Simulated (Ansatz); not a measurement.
Consider HfC in the rock salt structure (space group Fm-3m, No. 225; relaxed with 0.1 eV smearing).

```yaml
crystal:
  lattice:
    - [0.00000, 2.30353, 2.30353]
    - [2.30353, 0.00000, 2.30353]
    - [2.30353, 2.30353, 0.00000]
  atoms:
    - { symbol: Hf, position: [0.00000, 0.00000, 0.00000] }
    - { symbol: C, position: [0.50000, 0.50000, 0.50000] }
```

Cartesian axes are those of the cell as printed.

The values are results of PBEsol in Ansatz (plane waves to 420 eV, PAW, without spin-orbit coupling), not measurements.

Now apply this change: the cell is stretched by 1.50 % along z with no lateral relaxation; the atoms relax in the strained cell.

Q: Predict the stress tensor and what it implies for the stiffness.

A: Stress of the strained cell less that of the base (GPa, compression positive):
```
   -1.5     0.0     0.0
    0.0    -1.5     0.0
    0.0     0.0    -7.5
```

Then −Δσ_ii/ε with ε = 0.0150 gives secant stiffness values (nonlinear terms included at this strain): C33 ≈ 497 GPa, C13 ≈ 100 GPa and C23 ≈ 100 GPa.

As a check, the harmonic strain energy −½ V₀ Δσ:ε is 4.3 meV/atom; the computed energy rise is 4.4 meV/atom.

Stability against distortions was not tested. The final runs are not spin-polarised.

Ansatz is a first-principles code.
